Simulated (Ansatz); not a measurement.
**Hypothetical diamond Tl, pressure series**

Start from Tl in the diamond structure (space group Fd-3m, No. 227; a = 6.8687 Å; a hypothetical phase, not in the database extracts checked).

Cell and atoms are relaxed at each pressure.

Computed with DFT with PBEsol, PAW potentials and a 420 eV plane-wave cutoff in Ansatz (a program for electronic structure), no spin-orbit coupling.

```tsv
variant	density	shortest interatomic distance
base	8.38 g/cm³	2.974 Å
pressure −2 GPa	7.18 g/cm³	3.131 Å
pressure −1 GPa	7.89 g/cm³	3.034 Å
pressure 0.3 GPa	8.50 g/cm³	2.960 Å
pressure 0.7 GPa	8.65 g/cm³	2.942 Å
pressure 1.5 GPa	8.93 g/cm³	2.912 Å
pressure 3 GPa	9.36 g/cm³	2.866 Å
pressure 5 GPa	9.88 g/cm³	2.815 Å
pressure 7.5 GPa	10.39 g/cm³	2.768 Å
pressure 10 GPa	10.82 g/cm³	2.731 Å
```

Load acts through the strain it causes; cell and atoms are relaxed under it. Whether these cells are dynamically stable was not tested. No other phases were tried under pressure.
